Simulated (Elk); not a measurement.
**A self-consistent single point of CuPd (R-3m, 2 atoms in the cell) with Elk**

Level of theory: Elk 10.2.4 with LDA (PW92), all-electron FP-LAPW, Elk's shipped species files, APW+lo basis with extra local orbitals.

The input file:

```
tasks
  0

xctype
  3

tforce
  .true.

rgkmax
  7.5

gmaxvr
  18.0

lmaxapw
  10

lmaxo
  8

nxlo
  2

lorbcnd
  .true.

lradstp
  2

nrmtscf
  2.0

rmtscf
  0.92

lmaxi
  4

stype
  1

swidth
  0.00183747

avec
    2.5597753710    1.4778869995    7.9726657027
   -2.5597753710    1.4778869995    7.9726657027
    0.0000000000   -2.9557739991    7.9726657027

atoms
  2   : nspecies
  'Cu.in'   : spfname
  1   : natoms; atposl, bfcmt below
  0.0000000000  0.0000000000  0.0000000000    0.0 0.0 0.0
  'Pd.in'   : spfname
  1   : natoms; atposl, bfcmt below
  0.5000000000  0.5000000000  0.5000000000    0.0 0.0 0.0

ngridk
  9 9 9
```

Output, abridged:

```
│ Elk code version 10.2.4 │

All units are atomic (Hartree, Bohr, etc.)

│ Ground-state run starting from atomic densities │

Lattice vectors :
   2.559775371       1.477886999       7.972665703
  -2.559775371       1.477886999       7.972665703
   0.000000000      -2.955773999       7.972665703

Unit cell volume      :    180.9663761
Brillouin zone volume :    1.370697799

Muffin-tin inner radius fraction :   0.1000000000E-01

Nuclei treated as point charges

Species :    1 (Cu)
 parameters loaded from : Cu.in
 name : copper
 nuclear charge    :   -29.00000000
 electronic charge :    29.00000000
 atomic mass :    115837.2717
 muffin-tin radius :    2.208000000
 number of radial points in muffin-tin :    999
 atomic positions (lattice), magnetic fields (Cartesian) :
   1 :   0.00000000  0.00000000  0.00000000    0.00000000  0.00000000  0.00000000

Species :    2 (Pd)
 parameters loaded from : Pd.in
 name : palladium
 nuclear charge    :   -46.00000000
 electronic charge :    46.00000000
 atomic mass :    193991.7925
 muffin-tin radius :    2.392000000
 number of radial points in muffin-tin :    999
 atomic positions (lattice), magnetic fields (Cartesian) :
   1 :   0.50000000  0.50000000  0.50000000    0.00000000  0.00000000  0.00000000

Total number of atoms per unit cell :    2

Spin treatment :
 spin-unpolarised

Number of Bravais lattice symmetries :   12
Number of crystal symmetries         :   12
Crystal has inversion symmetry
Real symmetric eigensolver will be used

k-point grid :      9     9     9
k-point offset :    0.000000000       0.000000000       0.000000000
k-point set is reduced with full crystal symmetry group
Total number of k-points :       85

Muffin-tin radius times maximum |G+k| :    7.500000000
 using average radius
Maximum |G+k| for APW functions       :    3.260869565
Maximum (1/2)|G+k|²                   :    5.316635161
Maximum |G| for potential and density :    18.00000000
 potential will be trimmed for |G| > 2 gkmax
Constant for pseudocharge density :   11
Radial integration step length :    2

G-vector grid sizes :     49    49    49
Number of G-vectors :    17835

Maximum angular momentum used for
 APW functions                      :   10
 outer part of muffin-tin           :    8
 inner part of muffin-tin           :    4

Total nuclear charge    :   -75.00000000
Total core charge       :    40.00000000
Total valence charge    :    35.00000000
Total excess charge     :    0.000000000
Total electronic charge :    75.00000000

Effective Wigner radius, rₛ :   0.8320498354

Number of empty states         :    8
Total number of valence states :   26
Total number of core states    :   40

Conduction state local-orbitals added automatically
Total number of local-orbitals :  229

Exchange-correlation functional :      3     0     0
 Perdew-Wang/Ceperley-Alder, Phys. Rev. B 45, 13244 (1992)
 gradient requirement :    0
 local density approximation (LDA)

Smearing type :    1
 Methfessel-Paxton order 1, Phys. Rev. B 40, 3616 (1989)
Smearing width :   0.1837470000E-02
Effective electronic temperature (K) :    580.2271348

Mixing type :    3
 Broyden mixing, J. Phys. A: Math. Gen. 17, L317 (1984)

Kohn-Sham potential initialised from atomic data
│ Self-consistent loop started │
│ Loop number : 1 │
 total energy                :     -6674.33838497
│ Loop number : 2 │
 total energy                :     -6675.33744093
RMS change in Kohn-Sham potential (target) :   0.2438221950     (  0.1000000000E-05)
Absolute change in total energy (target)   :   0.9990559545     (  0.1000000000E-03)
│ Loop number : 3 │
 total energy                :     -6686.23784453
RMS change in Kohn-Sham potential (target) :   0.1387535319     (  0.1000000000E-05)
Absolute change in total energy (target)   :    11.15016760     (  0.1000000000E-03)
│ Loop number : 4 │
 total energy                :     -6691.96602898
RMS change in Kohn-Sham potential (target) :   0.6150236105E-01 (  0.1000000000E-05)
Absolute change in total energy (target)   :    8.515726344     (  0.1000000000E-03)
│ Loop number : 5 │
 total energy                :     -6697.00080225
RMS change in Kohn-Sham potential (target) :   0.3410121975E-01 (  0.1000000000E-05)
Absolute change in total energy (target)   :    7.163704861     (  0.1000000000E-03)
   [... lines left out ...]
Absolute change in total energy (target)   :   0.1129815897E-01 (  0.1000000000E-03)
│ Loop number : 13 │
 total energy                :     -6694.81802078
RMS change in Kohn-Sham potential (target) :   0.2958066851E-05 (  0.1000000000E-05)
Absolute change in total energy (target)   :   0.1211052384E-02 (  0.1000000000E-03)
│ Loop number : 14 │
 total energy                :     -6694.81814443
RMS change in Kohn-Sham potential (target) :   0.3216017886E-05 (  0.1000000000E-05)
Absolute change in total energy (target)   :   0.4264127820E-03 (  0.1000000000E-03)
│ Loop number : 15 │
 total energy                :     -6694.81797862
RMS change in Kohn-Sham potential (target) :   0.1411690284E-05 (  0.1000000000E-05)
Absolute change in total energy (target)   :   0.5921114916E-04 (  0.1000000000E-03)
│ Loop number : 16 │
 total energy                :     -6694.81803342
RMS change in Kohn-Sham potential (target) :   0.4193730630E-06 (  0.1000000000E-05)
Absolute change in total energy (target)   :   0.4000265835E-04 (  0.1000000000E-03)
Convergence targets achieved

│ Loop number : 17 │

Energies :
 Fermi                       :     0.294628767805
 sum of eigenvalues          :     -3956.84429719
 electron kinetic            :      6943.96009349
 core electron kinetic       :      6584.83130020
 Coulomb                     :     -13434.3219032
 Coulomb potential           :     -10629.8435445
 nuclear-nuclear             :     -735.921747303
 electron-nuclear            :     -14766.9567674
 Hartree                     :      2068.55661145
 Madelung                    :     -8119.40013098
 xc potential                :     -270.960846218
 exchange                    :     -197.526911817
 correlation                 :     -6.92929855491
 total energy                :     -6694.81802010

Density of states at Fermi energy :    68.34849965
 (states/Hartree/unit cell)

Estimated indirect band gap :   0.3878816249E-03
 from k-point     52 to k-point     63
Estimated direct band gap   :   0.7756659329E-02
 at k-point     73

Charges :
 core                        :    40.00000000
 valence                     :    35.00000000
 interstitial                :    2.586725154
 muffin-tins (core leakage)
  species :    1 (Cu)
   atom    1                 :    27.80005384     (  0.4827512761E-03)
  species :    2 (Pd)
   atom    1                 :    44.61322101     (  0.2946049449E-07)
 total in muffin-tins        :    72.41327485
 total calculated charge     :    74.99903329
 total charge                :    75.00000000
 error                       :   0.9667091590E-03

│ Self-consistent loop stopped │

Forces :
 species :    1 (Cu)
  atom :    1
   Hellmann-Feynman          :     0.00000000    0.00000000    0.00000000
   IBS                       :     0.00000000    0.00000000    0.00000000
   total force               :     0.00000000    0.00000000    0.00000000
   total magnitude           :     0.00000000
 species :    2 (Pd)
  atom :    1
   Hellmann-Feynman          :     0.00000000    0.00000000    0.00000000
   IBS                       :     0.00000000    0.00000000   -0.00000000
   total force               :     0.00000000    0.00000000   -0.00000000
   total magnitude           :     0.00000000
```

The run converged in 17 iterations. The count includes the last loop, which Elk runs after its targets are met.

The starting cell comes from a database of computed structures (which also holds hypothetical and non-ambient phases and stackings), without a prior relaxation at this level. Spin polarisation is off. Values depend on the basis (sphere radii, cutoffs, local orbitals), which need not be converged. The log's line on a gap gives a spacing of levels on this mesh, which the program prints for metals too.

Cost on one core of a shared machine: roughly 80 s.
